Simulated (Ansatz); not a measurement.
The reference is Se (space group P3_121, No. 152; a = 4.5345 Å, c = 5.0415 Å; made of chains).

Calculations: Ansatz (a program for electronic structure), PBE, PAW, cutoff 420 eV, spin-orbit coupling left out.

Before the change:

| Property | Result |
|---|---|
| Electron mass | 0.16 mₑ along c, 0.37 mₑ across (at H) |
| Gap character | indirect, L → H |
| Lattice parameter a | 4.535 Å |
| Smallest direct gap | 1.24 eV |

It is then changed as follows: a hydrostatic pressure of 0.7 GPa.

Problem. Estimate the effect on the electron mass, gap character, lattice parameter a and smallest direct gap.

Solution. The electron mass changes from 0.16 mₑ along c, 0.37 mₑ across (at H) to 0.13 mₑ along c, 0.22 mₑ across (at H); the gap character changes from indirect, L → H to indirect, L–H (40 % along) → H; the lattice parameter a drops by 0.234 Å (4.535 Å → 4.301 Å); the smallest direct gap falls by 0.304 eV to 0.93 eV.

Load acts through the strain it causes; cell and atoms are relaxed under it. Masses are band curvatures over ±0.01 Å⁻¹ around the edge. No phonon test of stability was made. No dispersion term is included, though the crystal is made of layers, chains or molecules, so its spacings can come out too wide.
